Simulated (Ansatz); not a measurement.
Output of an Ansatz run (abridged):

```
WARN ansatz: RAYON_NUM_THREADS=1 ignored (pool sized by the plan → 1); use --threads N
Pseudopotentials: kind: paw
Pseudopotential: Na, paw, valence charge 9
Pseudopotential: H, paw, valence charge 1
Pseudopotential: Pd, paw, valence charge 18
Crystal: 7 atoms, lattice volume = 91.566 Å³
Basis set: ecut = 420 eV, 1779 PW (Γ)
Bands: 27, of which v1, the nominal top of the filled ones, is band 20 counted from 1 (19 counted from 0)
Symmetry: 8 space group operations
Space group: I4mm (ITA 107), of the structure as read, at distance tolerance 4.5e-5 Å
k-points: 40 of 343 (time reversal used)
PAW frozen core: Na, regenerated for the run's functional, and the local potential with it
PAW frozen core: Pd, regenerated for the run's functional, and the local potential with it
Initial density: superposition of atomic densities (neutral atoms: chi_scale 0, normalization atom), corrected by the library's trained network
Initial wavefunctions: pseudopotential atomic-orbital guess
Eigensolver: davidson
Functional: x = slater, c = lda
SCF iter   1: F=—  HF=-9842.172574 eV  |F-HF|=—  |Δ(HF+E_count)|=         —  Δρ=1.11e-2  dr2=7.36e-2  ethr=1.77e-3  ⟨swp⟩=4.6  Hψ=3833  notcnv=0  defer=183
all-band conjugate gradients solve this SCF's bands
preconditioner: auto → Resta (q_TF=auto, 2.377 Å⁻¹)
SCF iter   2: F=—  HF=-9842.147385 eV  |F-HF|=—  |Δ(HF+E_count)|=   2.52e-2  Δρ=4.92e-3  dr2=1.74e-2  ethr=1.84e-4  ⟨swp⟩=2.9  Hψ=2206  notcnv=0  defer=200
SCF iter   3: F=—  HF=-9842.141502 eV  |F-HF|=—  |Δ(HF+E_count)|=   5.88e-3  Δρ=1.39e-3  dr2=2.30e-3  ethr=4.35e-5  ⟨swp⟩=2.0  Hψ=1390  notcnv=0  defer=200
SCF iter   4: F=—  HF=-9842.141112 eV  |F-HF|=—  |Δ(HF+E_count)|=   3.90e-4  Δρ=5.94e-4  dr2=3.32e-4  ethr=5.74e-6  ⟨swp⟩=2.0  Hψ=1358  notcnv=0  defer=200
SCF iter   5: F=—  HF=-9842.141075 eV  |F-HF|=—  |Δ(HF+E_count)|=   3.69e-5  Δρ=1.90e-4  dr2=3.00e-5  ethr=8.30e-7  ⟨swp⟩=2.0  Hψ=1313  notcnv=0  defer=102
SCF iter   6: F=—  HF=-9842.141084 eV  |F-HF|=—  |Δ(HF+E_count)|=   8.70e-6  Δρ=3.42e-5  dr2=1.31e-6  ethr=7.50e-8  ⟨swp⟩=1.1  Hψ=1001  notcnv=0  defer=90
SCF iter   7: F=-9842.141084 eV  HF=-9842.141084 eV  |F-HF|=1.43e-8  |Δ(HF+E_count)|=   2.76e-7  Δρ=5.34e-6  dr2=4.03e-8  ethr=2.50e-10  ⟨swp⟩=8.9  Hψ=6219  notcnv=0
SCF 1 converged in 7 iterations: F = -9842.141084 eV  dr2 = 4.03e-8
SCF converged after 7 iterations
Free energy (F): -9842.141084 eV
Harris-Foulkes:  -9842.141084 eV  (|F-HF|=1.43e-8)
Internal energy: -9842.141084 eV  (E = F + TS)
E sigma→0 (E₀):  -9842.141084 eV
Fermi energy:    2.260320 eV
--- Per-component energies (eV) ---
  E_band       = -857.160611
  E_kinetic    = 807.493577
  E_local      = -6026.283169  (includes V_loc(G=0)·N_el)
  E_nonlocal   = 458.795516
  E_hartree    = 2336.644428
  E_xc         = -279.134952
  E_vxc        = -356.503072  (∫ρ·V_xc dr)
  E_paw        = -4113.027302  (= ΣΔE_a)
  E_vpaw       = -413.945025  (= ΣTr[D̂ρ^β])
  E_aug_tail   = -0.004476  (compensation charges beyond the density's cutoff)
  E_ewald      = -3027.587220
  E_core_change = 0.962514  (= ΣΔE_core)
  E_smearing   = -0.000000  (= −TS)
  E_closure    = -0.000000  (closes the sum)
  Σ components = -9842.141084   (vs F -9842.141084, Δ=0.00e0)
--- Forces (eV/Å), atoms counted from 1 ---
  atom   1  Na     0.00000000     0.00000000     0.02062504
  atom   2  Na    -0.00000000    -0.00000000     0.02062504
  atom   3  H     -0.12275644    -0.12275644     0.08453113
  atom   4  H      0.12275644     0.12275644     0.08453113
  atom   5  H      0.12275644    -0.12275644     0.08453113
  atom   6  H     -0.12275644     0.12275644     0.08453113
  atom   7  Pd    -0.00000000     0.00000000    -0.37941556
  max |Σ_I F_I| component: 4.10e-5 eV/Å
--- Stress (GPa, compression-positive) ---
       -2.837495       0.000000       0.000000
        0.000000      -2.837495      -0.000000
        0.000000      -0.000000      -1.558680
  P = ⅓ Tr σ = -2.4112 GPa (-24.112 kbar)
  The stress holds the Pulay correction. Without it, at fixed plane waves, as pw.x and ABINIT print it: P = -2.4911 GPa
--- Band table (eV; the first three rows and the last of 40) ---
  k-point 0: bands = ["-80.5645", "-47.1725", "-47.1666", "-46.5538", "-46.5538", "-45.9436", "-19.7206", "-19.6859", "-19.6859", "-19.6762", "-19.6762", "-19.6480", "-2.9607", "-1.8119", "0.8387", "1.1881", "1.1881", "1.4223", "1.9350", "1.9350", [...]
  k-point 1: bands = ["-80.5645", "-47.1724", "-47.1668", "-46.5538", "-46.5537", "-45.9436", "-19.7213", "-19.6862", "-19.6822", "-19.6807", "-19.6759", "-19.6477", "-2.7915", "-1.8356", "0.8466", "1.0499", "1.1678", "1.2788", "1.8580", "2.0998", [...]
  k-point 2: bands = ["-80.5645", "-47.1724", "-47.1670", "-46.5538", "-46.5535", "-45.9436", "-19.7227", "-19.6909", "-19.6868", "-19.6753", "-19.6739", "-19.6471", "-2.3512", "-1.8745", "0.6009", "0.8773", "1.1196", "1.3403", "1.6814", "2.1037", [...]
  k-point 39: bands = ["-80.5645", "-47.1712", "-47.1681", "-46.5538", "-46.5538", "-45.9435", "-19.7287", "-19.6959", "-19.6957", "-19.6689", "-19.6689", "-19.6450", "-1.9711", "-1.6673", "0.5764", "0.8904", "1.0741", "1.4042", "1.4438", "2.2603", [...]
```

The structure:

```
CELL_PARAMETERS angstrom
     -2.65012     2.65012     3.25943
      2.65012    -2.65012     3.25943
      2.65012     2.65012    -3.25943
ATOMIC_POSITIONS crystal
  Na 0.75000 0.25000 0.50000
  Na 0.25000 0.75000 0.50000
  H  0.22018 0.22018 0.44036
  H  0.77982 0.77982 0.55964
  H  0.22018 0.77982 0.00000
  H  0.77982 0.22018 0.00000
  Pd 0.00767 0.00767 0.00000
```

Problem. Reconstruct the input of this run.

Solution. Other spellings and defaults could give the same log, and not every line can be read from it. The input that was run (DFT, LDA (PW92), plane waves, default PAW files made with PBE):

Ansatz 0.2 input:
```yaml
crystal:
  lattice:
    - [-2.65012000, 2.65012000, 3.25943100]
    - [2.65012000, -2.65012000, 3.25943100]
    - [2.65012000, 2.65012000, -3.25943100]
  atoms:
    - { symbol: Na, position: [0.75000000, 0.25000000, 0.50000000] }
    - { symbol: Na, position: [0.25000000, 0.75000000, 0.50000000] }
    - { symbol: H, position: [0.22018000, 0.22018000, 0.44036000] }
    - { symbol: H, position: [0.77982000, 0.77982000, 0.55964000] }
    - { symbol: H, position: [0.22018000, 0.77982000, 0.00000000] }
    - { symbol: H, position: [0.77982000, 0.22018000, 0.00000000] }
    - { symbol: Pd, position: [0.00767000, 0.00767000, 0.00000000] }
basis:
  ecutwfc: 420.0 eV
kpoints:
  mp_grid:
    grid: [7, 7, 7]
hamiltonian:
  xc: lda
  pseudopotentials:
    kind: paw
scf:
  occupations:
    method: fixed
output:
  forces: true
  eigenvalues: true
  stress: true
```

The starting cell comes from a database of computed structures (which also holds hypothetical and non-ambient phases and stackings), without a prior relaxation at this level. Its lattice was rescaled by up to half a per cent. One atom was moved a little off its site on purpose. Ansatz's pressure includes its estimate of the finite-basis (Pulay) stress. Another mesh or the band path of this cell gives a smaller gap, so this value is not converged in the mesh.

Ansatz is a first-principles code.
